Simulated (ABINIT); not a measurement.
**Effort and miss along a sweep of ngkpt: YIr2 (Fd-3m, 6 atoms in the cell)**

```yaml
crystal:
  lattice:
    - [0.00000, 3.77473, 3.77473]
    - [3.77473, 0.00000, 3.77473]
    - [3.77473, 3.77473, 0.00000]
  atoms:
    - { symbol: Y, position: [0.50000, 0.50000, 0.50000] }
    - { symbol: Y, position: [0.75000, 0.75000, 0.75000] }
    - { symbol: Ir, position: [0.62500, 0.12500, 0.12500] }
    - { symbol: Ir, position: [0.12500, 0.12500, 0.62500] }
    - { symbol: Ir, position: [0.12500, 0.62500, 0.12500] }
    - { symbol: Ir, position: [0.12500, 0.12500, 0.12500] }
```

Computed with PBEsol, PAW (JTH v2.0 PBE PAW, files made for PBE) (plane waves; ABINIT).

Base settings: pseudos = [Y.GGA_PBE-JTH.xml, Ir.GGA_PBE-JTH.xml]; ecut = 20 Ha; pawecutdg = 40 Ha; pawxcdev = 0; ixc = -116133; occopt = 3; tsmear = 0.00367493 Ha; ngkpt = 4 4 4; nshiftk = 1; shiftk = 0 0 0.

Misses are taken against the tightest run, 5 5 5, which need not be fully converged itself. The energy is the free energy per atom.

The count of work is k-points × plane waves × bands × iterations; it is no time, and leaves out set-up, grids and terms that scale otherwise. Core times come from one kind of shared machine and are given to one figure; runs under 30 s give none.

The starting cell comes from a database of computed structures (which also holds hypothetical and non-ambient phases and stackings), without a prior relaxation at this level. Spin polarisation is off. The potentials were made for another functional than the one used. In the base run, with a pressure of about -4 GPa the cell is away from its equilibrium volume at this level.

```tsv
ngkpt	energy less reference (meV/atom)	pressure less reference (GPa)	count of work / reference	core time / reference (rough)
1 1 1	2207.32	11.11	0.053	0.3
2 2 2	-6.87	0.34	0.14	0.4
3 3 3	1.78	0.36	0.36	0.5
4 4 4	2.52	0.07	0.72	0.6
5 5 5	0.00	0.00	1.0	1
```

Coarsest setting among those run that, with all tighter ones, holds the energy within 20 meV/atom of the reference: 2 2 2, off by 6.9 meV/atom; it needs 0.14 of the reference's count of work and about 0.4 of the reference's time.

Smallest miss in the energy for at most 0.5 times the reference's count of work: 3 3 3, with a miss of 1.8 meV/atom at a count of 0.36.
